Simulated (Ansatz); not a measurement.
Structures of equal composition on the (110) surface of bcc Nb: a layer of Hf in place of the second plane; a layer of Hf in place of the third plane. The slabs share one bottom face, and each structure is named by its start. These are constructed structures in small cells; real faces may alloy, dewet or reconstruct in larger ones, and not all known structures of the face are among them. Slabs of about 12 Å with all that they carry, Fermi-Dirac smearing of 0.1 eV. Bottom of the slabs: a bare face, its two planes held. Relaxed from the named starts with such symmetry as they have, on meshes of like density; energies extrapolated to zero smearing; no spin-orbit coupling, no U. Spin-polarised runs, if any, are marked in brackets, and their order is one that fits the cell; the others ran without spin.

Computed with PBE (plane waves to 420 eV, PAW; Ansatz, an electronic-structure program).

Task: Order them by energy per 1x1 cell (lowest first) at the level PBE.

Result: a layer of Hf in place of the third plane (0.000 eV), a layer of Hf in place of the second plane (0.033 eV)
